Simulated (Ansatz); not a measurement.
The starting structures come from a database of crystals and need not be the phases stable at ambient conditions.

By PBEsol, the system below comes out a metal.

A figure of merit of an interconnect metal is its ballistic conductance per area.

Given:

```
Rh3Ti
1.0
    3.74945     0.00000     0.00000
    0.00000     3.74945     0.00000
    0.00000     0.00000     3.82597
Ti Rh
1 3
Cartesian
  0.00000   0.00000   0.00000
  1.87473   1.87473   0.00000
  0.00000   1.87473   1.91298
  1.87473   0.00000   1.91298
```

Space group of this cell: P4/mmm. The cell is strained (lengths across the current scaled by 0.98, ions clamped); by PBEsol its mean pressure is 5.4 GPa.

The current flows along the normal of the first two printed cell vectors, the (001) (indices of the unstrained crystal) plane of the conventional cell. No spin-orbit coupling; the value is a mean over 0.1 eV about the Fermi level.

### Question
Predict the ballistic conductance per area from PBEsol in Ansatz (a first-principles code).

### Answer
1.1 × 10¹⁵ S/m² for both spins.
